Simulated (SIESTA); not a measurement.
Worked example: self-consistent single point of Hf (P6_3/mmc, 4 atoms in the cell) in SIESTA.

Level of theory: SIESTA with LDA PW92, numerical atomic orbitals DZP, PseudoDojo LDA standard norm-conserving potentials (rewritten from UPF to PSML).

```
Hf
1.0
    3.18216     0.00000     0.00000
   -1.59108     2.75583     0.00000
    0.00000     0.00000    10.23863
Hf
4
Direct
  0.00000   0.00000   0.00000
  0.00000   0.00000   0.50000
  0.33333   0.66667   0.25000
  0.66667   0.33333   0.75000
```

Reference input (self-consistent single point, DFT, LDA PW92, numerical atomic orbitals DZP, PseudoDojo LDA standard norm-conserving potentials (rewritten from UPF to PSML)): XC.functional = LDA; XC.authors = PW92; potentials = PseudoDojo LDA standard; PAO.BasisSize = DZP; PAO.EnergyShift = 0.01 Ry; MeshCutoff = 350 Ry; kgrid.MonkhorstPack = 12 12 4; OccupationFunction = MP; OccupationMPOrder = 0; ElectronicTemperature = 3156.43 K; MaxSCFIterations = 150; SCF.Mixer.Method = Pulay. This run's input differs from it in these lines:

```diff
@@ -35,3 +35,3 @@
 OccupationMPOrder            0
-ElectronicTemperature        3156.43 K
+ElectronicTemperature        5802.26 K
```

Output, abridged:

```
        iscf     Eharris(eV)        E_KS(eV)     FreeEng(eV)     dDmax    Ef(eV) dHmax(eV)
   scf:    1    -6134.612247    -6139.118055    -6139.713506  1.161638 -3.141193  4.465430
   scf:    2    -6140.374259    -6139.768745    -6140.386197  0.059036 -3.283671  3.181725
   scf:    3    -6140.791276    -6140.383196    -6141.046535  0.121752 -3.614210  0.654915
   scf:    4    -6140.395715    -6140.400926    -6141.072816  0.016438 -3.652610  0.038016
   scf:    5    -6140.401867    -6140.401927    -6141.072523  0.003622 -3.652384  0.079617
   [... 3 lines left out ...]
   scf:    9    -6140.401850    -6140.401842    -6141.073088  0.000032 -3.657269  0.000346
   scf:   10    -6140.401838    -6140.401840    -6141.073088  0.000011 -3.657243  0.000271
   scf:   11    -6140.401848    -6140.401844    -6141.073088  0.000014 -3.657287  0.000036
   scf:   12    -6140.401844    -6140.401844    -6141.073088  0.000002 -3.657286  0.000067
SCF Convergence by DM+H criterion
max |DM_out - DM_in|         :     0.0000016489
max |H_out - H_in|      (eV) :     0.0000669623
SCF cycle converged after 12 iterations

Using DM_out to compute the final energy and forces

siesta: E_KS(eV) =            -6140.4018

siesta: E_KS - E_eggbox =     -6140.4018

siesta: Atomic forces (eV/Ang):
     1   -0.000000    0.000000   -0.000027
     2   -0.000000    0.000000    0.000027
     3    0.000001   -0.000001   -0.000017
     4   -0.000001    0.000001    0.000017
   Tot    0.000000   -0.000000    0.000000
   Max    0.000027
   Res    0.000013    sqrt( Sum f_i^2 / 3N )
   Max    0.000027    constrained

Stress tensor Voigt[x,y,z,yz,xz,xy] (kbar):      111.09      111.09      110.13       -0.00        0.00        0.00
(Free)E + p*V (eV/cell)    -6147.2809
   [... lines left out ...]
siesta: FreeEng =     -6141.073088
siesta: Cell volume =         89.787720 Ang**3
siesta:        -110.77328884       -110.77463709  kBar
   [... lines left out ...]
              0.269   0.560   0.484   0.660   0.484   0.560  -0.019  -0.006

             -0.032  -0.006  -0.019

mulliken: Qtot =       48.000

Mulliken Atomic Populations:
Atom #   charge [q] valence [e]  Species
     1    -0.039433   12.039433  Hf
     2    -0.039436   12.039436  Hf
     3     0.039432   11.960568  Hf
     4     0.039437   11.960563  Hf
 Total    -0.000000
```

The run converged in 12 iterations. Against the reference run the free energy goes down by 59.7 meV/atom and the pressure goes from -11.36 to -11.08 GPa.

The starting cell was generated: these elements placed on a structure prototype, without a prior relaxation; it need not be a known phase or ordering of this composition. Values carry the incompleteness of an atom-centred basis. With a pressure of about -11 GPa the cell is away from its equilibrium volume at this level.

Cost on one core of a shared machine: roughly 2 min.
